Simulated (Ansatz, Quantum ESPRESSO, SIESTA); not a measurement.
Code comparison for MgV₂O₄ (P-1, 7 atoms in the cell)

Self-consistent single point, at a second geometry (lattice scaled by 0.98). First geometry:

```xyz
7
Lattice="3.0657 0.0000 0.0000 -0.0095 5.2531 0.0000 -1.5180 -1.2686 4.9080" Properties=species:S:1:pos:R:3 pbc="T T T"
Mg    -0.0047     2.6265     0.0000
V      1.5328     3.3324     2.6385
V      0.0055     0.6521     2.2695
O      1.5406    -0.0911     3.4200
O     -0.0023     4.0756     1.4880
O      0.0056     2.2462     3.6424
O      1.5327     1.7383     1.2656
```
Moments meant for the start (each program seeds them in its own way; μB, in the order of the atoms Mg V V O O O O): 0.0 2.0 2.0 0.0 0.0 0.0 0.0.

Shared settings, as Ansatz (a first-principles code) writes them: kpoints.mp_grid.grid = 4 3 3; scf.occupations.method = fermi_dirac; scf.occupations.width = 0.05 eV. Potentials and cutoffs stand in the table.

```tsv
code	model	ΔF from the first geometry (meV/atom)	pressure (GPa)	largest force (eV/Å)	size of the net moment (μB/atom)	cutoff
SIESTA	GGA PBEsol, numerical atomic orbitals DZP, PseudoDojo PBEsol standard norm-conserving potentials (rewritten from UPF to PSML)	-38.5	-4.05	0.232	0.57	grid 350 Ry
Quantum ESPRESSO	PBEsol, GBRV 1.5 ultrasoft (PBESOL) pseudopotentials	-42.4	-5.52	0.293	0.57	50 Ry
Ansatz	PBEsol, PAW files made with PBE	-43.0	-5.98	0.289	0.57	default
```

Size of the force on each atom (eV/Å): Sizes of forces hide their directions.

```tsv
code	Mg1	V2	V3	O4	O5	O6	O7
SIESTA	0.000	0.086	0.086	0.232	0.232	0.163	0.163
Quantum ESPRESSO	0.000	0.155	0.155	0.141	0.141	0.293	0.293
Ansatz	0.000	0.157	0.157	0.135	0.135	0.289	0.289
```

On Ansatz's run: the magnetic order is the one reached from the typed start; others were not searched systematically.

The spread over the programs that give each value: ΔF from the first geometry within 4.5 meV/atom; pressure within 1.93 GPa; largest force within 0.061 eV/Å; size of the net moment within 0.00 μB/atom.

SIESTA uses small atom-centred bases, whose incompleteness enters pressures, forces and empty levels differently from a plane-wave cutoff. Ansatz's pressure is given at a fixed set of plane waves, as the other plane-wave codes print theirs; with its correction for the finite basis it is -5.43 GPa (the shift of 0.55 GPa shows how far the cutoff is from converged). In the pressure, SIESTA (by 1.70) lies more than 1 GPa from the median of the plane-wave programs. In the force vectors, SIESTA (by 0.129) lies more than 0.08 eV/Å from the median of the plane-wave programs.

The shared mesh is coarse (it stands for a supercell whose shortest vector is 12 Å), so the values are not converged in it.

The starting cell comes from a database of computed structures (which also holds hypothetical and non-ambient phases and stackings), without a prior relaxation at this level. Its lattice was rescaled by a random factor within 2.5 % of one. For this run, on top of that: lattice scaled by 0.98.

Keys are those of Ansatz 0.2.
